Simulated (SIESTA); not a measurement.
A self-consistent single point of CaIr2 (R3m, 6 atoms in the cell) with SIESTA.

Computed with GGA PBEsol, numerical atomic orbitals TZP, PseudoDojo PBEsol standard norm-conserving potentials (rewritten from UPF to PSML) in SIESTA 5.4.2.

```
CaIr2
1.0
    0.00000     3.79002     3.79002
    3.79002     0.00000     3.79002
    3.79002     3.79002     0.00000
Ca Ir
2 4
Direct
  0.25381   0.25381   0.25381
  0.00000   0.00000   0.00000
  0.62500   0.62500   0.62500
  0.12500   0.62500   0.62500
  0.62500   0.62500   0.12500
  0.62500   0.12500   0.62500
```

Reference input (self-consistent single point, DFT, GGA PBEsol, numerical atomic orbitals TZP, PseudoDojo PBEsol standard norm-conserving potentials (rewritten from UPF to PSML)): XC.functional = GGA; XC.authors = PBEsol; potentials = PseudoDojo PBEsol standard; PAO.BasisSize = TZP; PAO.EnergyShift = 0.01 Ry; MeshCutoff = 350 Ry; kgrid.MonkhorstPack = 4 4 4; OccupationFunction = FD; ElectronicTemperature = 0.1 eV; MaxSCFIterations = 150; SCF.Mixer.Method = Pulay; SCF.Mixer.Weight = 0.25. This run's input differs from it in these lines:

```diff
@@ -32,8 +32,8 @@
 %block kgrid.MonkhorstPack
-    4   0   0  0.0
-    0   4   0  0.0
-    0   0   4  0.0
+   10   0   0  0.0
+    0  10   0  0.0
+    0   0  10  0.0
 %endblock kgrid.MonkhorstPack
 OccupationFunction           FD
-ElectronicTemperature        0.1 eV
+ElectronicTemperature        0.02 eV
```

Output, abridged:

```
        iscf     Eharris(eV)        E_KS(eV)     FreeEng(eV)     dDmax    Ef(eV) dHmax(eV)
   scf:    1   -14532.659003   -14574.054669   -14574.063555  5.800053 -1.165638 16.050173
   scf:    2   -14609.220032   -14597.498173   -14597.508934  2.498475 -3.363201  3.556392
   scf:    3   -14598.811345   -14598.363399   -14598.374956  0.301932 -3.779840  1.585272
   scf:    4   -14598.326094   -14598.402335   -14598.413844  0.072749 -3.788562  1.566301
   scf:    5   -14598.539975   -14598.506135   -14598.518567  0.072962 -3.788819  0.127282
   [... 4 lines left out ...]
   scf:   10   -14598.509108   -14598.509107   -14598.521818  0.000732 -3.764041  0.001707
   scf:   11   -14598.509106   -14598.509107   -14598.521818  0.000138 -3.763936  0.000819
   scf:   12   -14598.509106   -14598.509107   -14598.521818  0.000016 -3.763952  0.000208
   scf:   13   -14598.509106   -14598.509107   -14598.521818  0.000006 -3.763962  0.000008
SCF Convergence by DM+H criterion
max |DM_out - DM_in|         :     0.0000055853
max |H_out - H_in|      (eV) :     0.0000077530
SCF cycle converged after 13 iterations

Using DM_out to compute the final energy and forces

siesta: E_KS(eV) =           -14598.5091

siesta: E_KS - E_eggbox =    -14598.5091

siesta: Atomic forces (eV/Ang):
     1   -0.264854   -0.264854   -0.264854
     2    0.071636    0.071636    0.071636
     3   -0.001394   -0.001394   -0.001394
     4    0.107218    0.043678    0.043678
     5    0.043678    0.043678    0.107218
     6    0.043678    0.107218    0.043678
   Tot   -0.000038   -0.000038   -0.000038
   Max    0.264854
   Res    0.122877    sqrt( Sum f_i^2 / 3N )
   Max    0.264854    constrained

   [... lines left out ...]
siesta: FreeEng =    -14598.521818
siesta: Cell volume =        108.881257 Ang**3
siesta:         -18.48149874        -22.01626034  kBar
   [... lines left out ...]

             -0.070  -0.084  -0.071  -0.085   0.033   0.033  -0.052   0.041

             -0.055

mulliken: Qtot =       88.000

Mulliken Atomic Populations:
Atom #   charge [q] valence [e]  Species
     1     0.294097    9.705903  Ca
     2     0.295571    9.704429  Ca
     3    -0.159208   17.159208  Ir
     4    -0.143486   17.143486  Ir
     5    -0.143486   17.143486  Ir
     6    -0.143486   17.143486  Ir
 Total     0.000000
```

The run converged in 13 iterations. Against the reference run the free energy goes up by 7.5 meV/atom, the pressure goes from -1.52 to -1.85 GPa and the largest force stays at 0.459 eV/Å.

The starting cell comes from a database of computed structures (which also holds hypothetical and non-ambient phases and stackings), without a prior relaxation at this level. Its lattice was rescaled by up to half a per cent. One atom was moved a little off its site on purpose. Spin polarisation is off. Values carry the incompleteness of an atom-centred basis.

Cost on one core of a shared machine: roughly 2 min.
